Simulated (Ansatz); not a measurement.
Formation energy of the bound charge states of Al_C in metastable 2H silicon carbide (start: the C site; 96-site cell, 2×2×2 shifted sampling) against the Fermi level, C-rich (Δμ(C) = 0.00 eV, Δμ(Al) = -0.16 eV, bounded by Al4C3 (R-3m); only phases computed here count, gases as isolated molecules at 0 K). Level of theory: PBE, PAW (plane waves to 420 eV; Ansatz, a first-principles code).

Details: 96-site cell; 2×2×2 shifted k-points; host gap 2.31 eV; charged states image-corrected; energies good to tenths of an eV; flagged in the runs: a host whose relaxation on this sampling wasn't shown to rest, a strain field that reaches the edge of the cell.

```csv
E_F − E_VBM (eV),q = +1,q = 0,q = −1
0.00,6.71,7.44,8.79
0.29,7.00,7.44,8.50
0.58,7.29,7.44,8.21
0.87,7.57,7.44,7.92
1.15,7.86,7.44,7.63
1.44,8.15,7.44,7.35
1.73,8.44,7.44,7.06
2.02,8.73,7.44,6.77
2.31,9.02,7.44,6.48
```

Crossings of the lowest lines: (+1/0) at 0.73 eV; (0/−1) at 1.35 eV.
